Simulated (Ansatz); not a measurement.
AlP (F-43m), PBEsol, rigid bands (Ansatz, a program for electronic structure): band gap 1.45 eV, N_c = 1.69e19 cm⁻³ and N_v = 9.85e19 cm⁻³ at 300 K, conductivity masses of 0.333 mₑ (electrons) and 0.602 mₑ (holes). Take k_BT = 0.02585 eV.

### Question
A film of it is 2 nm thick. Estimate the confinement energies in an infinite well.

### Answer
ħ²π²/(2m t²) = 0.376 eV·nm²/(m/mₑ × t²) gives 282 meV for electrons and 156 meV for holes, so the gap would widen to about 1.89 eV. Finite barriers and nonparabolic bands lower this, and with several valleys or bands the heaviest mass along the normal sets the lowest level, not this average.

### Question
What thermal injection velocity √(2k_BT/πm) limits a ballistic channel?

### Answer
9.32e6 cm/s for electrons and 6.93e6 cm/s for holes, a ratio of √(m_h/m_e) = 1.34, for dilute carriers.

### Question
What built-in voltage has an abrupt junction with N_A = 1e17 and N_D = 1e18 cm⁻³, all dopants ionised?

### Answer
V_bi = E_g/e − (k_BT/e) ln(N_c N_v/(N_A N_D)) = 1.45 − 0.02585 × 9.72 = 1.20 V. It follows the computed gap one for one.

Rigid, parabolic bands with the computed gap; masses take one relaxation time for all states. Spin-orbit coupling is left out; where it splits the top of the valence band, N_v and the p-type Seebeck coefficient come out somewhat high without it.
